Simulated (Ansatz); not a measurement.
## Mg on the Al site (Mg_Al) in wurtzite AlN

All values below come from PBE, PAW (plane waves to 420 eV; Ansatz, a first-principles code). Cell: 96 sites, 3×2×2; final energies on a 2×2×2 shifted mesh. Site at the start: the Al site. Energies of charged states are corrected for periodic images (point charge plus alignment at distant sites). Dielectric constants: PBE linear response of the host. Host gap at this level: 4.03 eV. Finite-size and sampling errors can reach tenths of an eV here. Levels are measured in PBE's own, too narrow, gap. Spin–orbit coupling is left out. Each state is the lowest found from its start.

Formation energies E_f are given with the Fermi level at the valence-band maximum. Chemical conditions: Al-rich (Δμ(Al) = 0.00 eV, Δμ(Mg) = -0.035 eV, bounded by Mg17Al12 (I-43m); only phases computed here count, gases as isolated molecules at 0 K). Reference phases: Al: fcc Al, Mg: hcp Mg.

```
charge         moment (μB)  largest move off a lattice site (Å)  image correction with alignment (eV)  E_f, Al-rich (eV)
------  ------------------  -----------------------------------  ------------------------------------  -----------------
+1†     not spin-polarised                                 0.15                                  0.13                  –
0†                     1.0                                 0.15                                  0.00               3.41
−1      not spin-polarised                                 0.14                                  0.21               3.65
```

† Not settled in this cell, so no level is given: charge +1: a level filled in part, carriers not clearly localised, level within 0.1 eV of a band edge or past it; charge 0: carriers not clearly localised.

Flagged in the runs: a host whose relaxation on this sampling wasn't shown to rest.
